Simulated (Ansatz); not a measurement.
Consider PbI2 in the 2H-MoS2 type structure (space group P6_3/mmc, No. 194; a = 4.398 Å, c = 14.845 Å; a hypothetical phase, not in the database extracts checked).

(Cell as relaxed with PBE-D3(BJ).)

Levels (all Ansatz, a program for electronic structure, PAW, earlier PAW set): PBE-D3(BJ) (420 eV, without spin-orbit coupling); PBEsol-D3(BJ) (420 eV, without spin-orbit coupling).

Each level relaxes its own structure.

```json
[
 {"quantity": "volume per atom", "PBE-D3(BJ)": "41.44 Å³", "PBEsol-D3(BJ)": "…"},
 {"quantity": "lattice parameter a", "PBE-D3(BJ)": "8.310 bohr", "PBEsol-D3(BJ)": "…"},
 {"quantity": "lattice parameter c", "PBE-D3(BJ)": "28.054 bohr", "PBEsol-D3(BJ)": "…"},
 {"quantity": "band gap", "PBE-D3(BJ)": "1.99 eV", "PBEsol-D3(BJ)": "…"},
 {"quantity": "gap character", "PBE-D3(BJ)": "indirect, Γ → K", "PBEsol-D3(BJ)": "…"},
 {"quantity": "electron mass", "PBE-D3(BJ)": "0.48 mₑ along c, 0.58 mₑ across", "PBEsol-D3(BJ)": "…"}
]
```

**Question.** Given the PBE-D3(BJ) results, estimate those of PBEsol-D3(BJ).

**Answer.** 
- volume per atom, PBEsol-D3(BJ): 37.85 Å³
- lattice parameter a, PBEsol-D3(BJ): 8.075 bohr
- lattice parameter c, PBEsol-D3(BJ): 27.140 bohr
- band gap, PBEsol-D3(BJ): 1.39 eV
- gap character, PBEsol-D3(BJ): indirect, Γ → K
- electron mass, PBEsol-D3(BJ): 0.36 mₑ along c, 0.50 mₑ across

PBE-D3(BJ)'s volume per atom lies 3.59 Å³ above PBEsol-D3(BJ)'s (9.5 %); PBE-D3(BJ)'s lattice parameter a lies 0.235 bohr above PBEsol-D3(BJ)'s (2.9 %); PBE-D3(BJ)'s lattice parameter c lies 0.9133 bohr above PBEsol-D3(BJ)'s (3.4 %); PBE-D3(BJ)'s band gap lies 0.60 eV above PBEsol-D3(BJ)'s; the two agree on the gap character. Neither level is exact; PBEsol-D3(BJ) is the comparison here, not a measurement.

With I and Pb present, leaving out spin-orbit coupling can change the band edges. Masses are band curvatures over ±0.01 Å⁻¹ around the edge. Stability against distortions was not tested.
